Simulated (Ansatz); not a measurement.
A computed series for W2C: response to strain

Start from W2C (space group P-3m1, No. 164; a = 3.035 Å, c = 4.656 Å).

Strains are applied to the cell and any free atomic positions relax.

Computed with PBE-D3(BJ) (Ansatz, a first-principles code), no spin-orbit coupling.

Notes on the quantities. energy relative to the base: free energy F.

| isotropic strain (%) | energy relative to the base (meV/atom) |
|---|---|
| -1.47 | 26.3 |
| 0 | 0.0 |
| 1.75 | 33.4 |
| 2.38 | ? |
| 3.54 | 128.0 |

Task: Fit ΔE = Aε² + Bε³ (ε in %) to the rows shown and predict the withheld row.

Result: Least squares on the printed values gives A = 11.6 and B = -0.39 meV/atom (largest residual 0.0 meV/atom); this predicts 60.4 meV/atom, and the run gives 60.3 meV/atom, in agreement.

Stability against distortions was not tested. The final runs are not spin-polarised.
